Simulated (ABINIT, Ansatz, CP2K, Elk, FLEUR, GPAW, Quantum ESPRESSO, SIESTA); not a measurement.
# Code comparison for Ir (Fm-3m, 1 atom in the cell)

Self-consistent single point, at a second geometry (lattice scaled by 0.98). First geometry:

```yaml
crystal:
  lattice:
    - [0.00000, 1.92000, 1.92000]
    - [1.92000, 0.00000, 1.92000]
    - [1.92000, 1.92000, 0.00000]
  atoms:
    - { symbol: Ir, position: [0.00000, 0.00000, 0.00000] }
```

Shared settings, as Ansatz (a program for electronic structure) writes them: kpoints.mp_grid.grid = 10 10 10; scf.occupations.method = fermi_dirac; scf.occupations.width = 0.1 eV. Potentials and cutoffs stand in the table.

```
code                                                                                                                                model  ΔF from the first geometry (meV/atom)  pressure (GPa)           cutoff
----------------  -----------------------------------------------------------------------------------------------------------------------  -------------------------------------  --------------  ---------------
SIESTA            GGA PBE, numerical atomic orbitals DZP, PseudoDojo PBE standard norm-conserving potentials (rewritten from UPF to PSML)                                  122.1           38.81      grid 350 Ry
ABINIT                                                                                                        PBE, PAW (JTH v2.0 PBE PAW)                                  114.6           36.61            20 Ha
Quantum ESPRESSO                                                                                PBE, PSlibrary PAW (PBE) pseudopotentials                                  118.0           36.45            35 Ry
Elk                                                          PBE, all-electron FP-LAPW, Elk's shipped species files, default APW+lo basis                                  100.7               –          default
GPAW                                                                                         PBE, GPAW PAW datasets PBE (gpaw-data 1.0.1)                                  108.0           34.89           550 eV
Ansatz                                                                                                             PBE, default PAW files                                  114.8           36.59           420 eV
FLEUR                                                                        PBE, all-electron FLAPW (FLEUR), scalar-relativistic valence                                  120.8               –  Kmax 4.2 1/bohr
CP2K                                                              PBE, GPW, DZVP-MOLOPT-SR-GTH basis, GTH-PBE potentials (GTH_POTENTIALS)                                  103.3           34.32      grid 500 Ry
```

For Quantum ESPRESSO (by 0.9 GPa) the energy change implies a higher mean pressure, against the two pressures, than for the other programs: a sign of finite-basis (Pulay) stress.

A dash marks a value that a program does not give, or that is left out as unsure.

On Ansatz's run: spin-orbit coupling is off. Spin polarisation is off.

The spread over the programs that give each value: ΔF from the first geometry within 21.4 meV/atom; pressure within 4.49 GPa.

SIESTA and CP2K use small atom-centred bases, whose incompleteness enters pressures, forces and empty levels differently from a plane-wave cutoff. Elk and FLEUR treat all electrons, but the usual bases taken here (sphere radii, linearisation, local orbitals, empty states) were not tested for convergence, so the values are no reference for the others. Ansatz's pressure is given at a fixed set of plane waves, as the other plane-wave codes print theirs; with its correction for the finite basis it is 36.70 GPa. In the pressure, SIESTA (by 2.29), GPAW (by 1.63) and CP2K (by 2.20) lie more than 1 GPa from the median of the plane-wave programs.

The starting cell has typed, rounded lattice constants, without a prior relaxation at this level. For this run, on top of that: lattice scaled by 0.98.

Keys are those of Ansatz 0.2.
